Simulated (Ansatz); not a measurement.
# CO on the 1x1 (10-10) surface of wurtzite AlN (cut with top plane Al + N), one in a 2x1 cell, started at the site 'top Al'

Host crystal: wurtzite AlN, with a band gap (PBE, scalar-relativistic without spin-orbit coupling).

Computed with PBE (plane waves to 420 eV, PAW; Ansatz, a quantum-chemistry and plane-wave program).

Set-up: 34 atoms, 8.9 Å thick at the start under the adsorbate (thin: gaps and levels are the slab's own); mesh 3x4x1; 0.01 eV smearing; dipole correction on; 16 atoms held, the rest relaxed; held to the start's symmetry, so lower structures may exist; no spin, no spin-orbit, no U, no dispersion correction. At the end it is bonded to Al. In PBE it is, or lies within 0.03 eV of, the lowest of the starts that converged.

| Property | Result |
|---|---|
| adsorption energy against CO(g) | -0.72 eV |
| change of the step from the bottom to the top vacuum level, against the clean slab | 0.20 eV |
| energy released by relaxation | 0.43 eV |
| height of the binding atom over the mean of the host atoms within 0.3 Å of the top one | 1.529 Å |
| nearest host atoms of the binding atom | Al at 2.15 Å, N at 2.24 Å, N at 2.97 Å |
| largest move of a host atom | 0.23 Å |
| note | in the relaxation the adsorbate left its starting site by 1.6 Å |
| cost | roughly 6 core-minutes |

A negative adsorption energy means that the adsorbate is more stable on the surface than in its reference.
